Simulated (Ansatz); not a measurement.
## A computed series for hypothetical Pm-3n BN: pressure series

Consider BN (space group Pm-3n, No. 223; a = 4.419 Å; a hypothetical phase, not in the database extracts checked).

Cell and atoms are relaxed at each pressure.

Method: Ansatz (a first-principles code), PBEsol, PAW, cutoff 420 eV, no SOC.

```csv
change,density,width of the top valence band,smallest direct gap
base,2.86 g/cm³,3.15 eV,4.82 eV
pressure −2 GPa,2.85 g/cm³,3.12 eV,4.82 eV
pressure −1 GPa,2.86 g/cm³,3.13 eV,4.82 eV
pressure 0.3 GPa,2.87 g/cm³,3.15 eV,4.82 eV
pressure 0.7 GPa,2.87 g/cm³,3.16 eV,4.82 eV
pressure 1.5 GPa,2.88 g/cm³,3.17 eV,4.82 eV
pressure 3 GPa,2.89 g/cm³,3.19 eV,4.83 eV
pressure 5 GPa,___,___,4.83 eV
pressure 7.5 GPa,2.93 g/cm³,3.24 eV,4.84 eV
pressure 10 GPa,2.96 g/cm³,3.27 eV,4.84 eV
```

Some entries are withheld; estimate them.


- pressure 5 GPa, density: 2.91 g/cm³
- pressure 5 GPa, width of the top valence band: 3.21 eV

Load acts through the strain it causes; cell and atoms are relaxed under it. No phonon test of stability was made. No other phases were tried under pressure.
